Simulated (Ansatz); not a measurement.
Start from GaN (space group P-6m2, No. 187; a hypothetical phase, not in the database extracts checked; relaxed with 0.1 eV smearing).

```
CELL_PARAMETERS angstrom
      2.97938     0.00000     0.00000
     -1.48969     2.58022     0.00000
      0.00000     0.00000     2.68677
ATOMIC_POSITIONS crystal
  Ga 0.00000 0.00000 0.00000
  N  0.33333 0.66667 0.50000
```

Cartesian axes are those of the cell as printed.

All numbers come from Ansatz (a quantum-chemistry and plane-wave program) PBE, no spin-orbit coupling.

Perturbation: uniaxial strain ε_xx = +2.68 %, all other strain components held at zero; the atoms relax in the strained cell.

Predict the stress tensor and what it implies for the stiffness.

Stress of the strained cell less that of the base (GPa, compression positive):
```
   -7.8     0.0     0.0
    0.0    -2.8     0.0
    0.0     0.0    -0.2
```

Then −Δσ_ii/ε with ε = 0.0268 gives secant stiffness values (nonlinear terms included at this strain): C11 ≈ 292 GPa and C12 ≈ 103 GPa.

As a check, the harmonic strain energy −½ V₀ Δσ:ε is 6.8 meV/atom; the computed energy rise is 7.0 meV/atom.

Stability against distortions was not tested. All final runs are without spin polarisation.
